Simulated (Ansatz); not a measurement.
The reference is MoP in the CsCl type structure (space group Pm-3m, No. 221; a = 2.975 Å; a hypothetical phase, not in the database extracts checked; relaxed with 0.1 eV smearing). Axes: x, y, z lie along the cube axes.

Method: PBEsol, PAW, 420 eV (Ansatz, an electronic-structure program; spin-orbit coupling left out).

It is then changed as follows: an isotropic linear strain of −1.47 %, atoms relaxed at fixed cell.

Q: Predict the stress tensor and what it implies for the stiffness.

A: Stress of the strained cell less that of the base (GPa, compression positive):
```
   12.5     0.0     0.0
    0.0    12.5     0.0
    0.0     0.0    12.5
```

Then B = −ΔP/(ΔV/V₀) with ΔV/V₀ = -0.0435 gives secant stiffness values (nonlinear terms included at this strain): B ≈ 287 GPa.

As a check, the harmonic strain energy −½ V₀ Δσ:ε is 23 meV/atom; the computed energy rise is 21 meV/atom.

Whether these cells are dynamically stable was not tested. The final runs are not spin-polarised.
